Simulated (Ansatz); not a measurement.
Take CoSn (space group P6/mmm, No. 191; non-magnetic) as the base.

```
CoSn
1.0
    5.24146     0.00000     0.00000
   -2.62073     4.53924     0.00000
    0.00000     0.00000     4.18715
Co Sn
3 3
Direct
  0.50000   0.00000   0.00000
  0.50000   0.50000   0.00000
  0.00000   0.50000   0.00000
  0.00000   0.00000   0.00000
  0.33333   0.66667   0.50000
  0.66667   0.33333   0.50000
```

Cartesian axes are those of the cell as printed.

Method: r2SCAN, PAW, 500 eV (Ansatz, a first-principles code; without spin-orbit coupling), earlier PAW set.

Base values:

| Item | Value |
|---|---|
| Pressure | 0.0 GPa |
| Shortest interatomic distance | 4.881 bohr |

The change: a pure shear with ε_xy = ε_yx = -0.0046, atoms relaxed at fixed cell.

Q: What happens to the energy relative to the base, pressure and shortest interatomic distance?

A: The energy goes up by 0.3 meV/atom; the pressure (mean of the normal stresses, compression positive) stays 0.0 GPa; the shortest interatomic distance is nearly the same (4.881 bohr against 4.879 bohr).

Without a gap, meshes like the base's 10×10×11 leave anisotropic stresses uncertain by several tenths of a GPa, and small strain energies with them. The cells carry an imposed strain or load. Stability against distortions was not tested. Seeded moments were not kept for the base. All final runs are without spin polarisation.
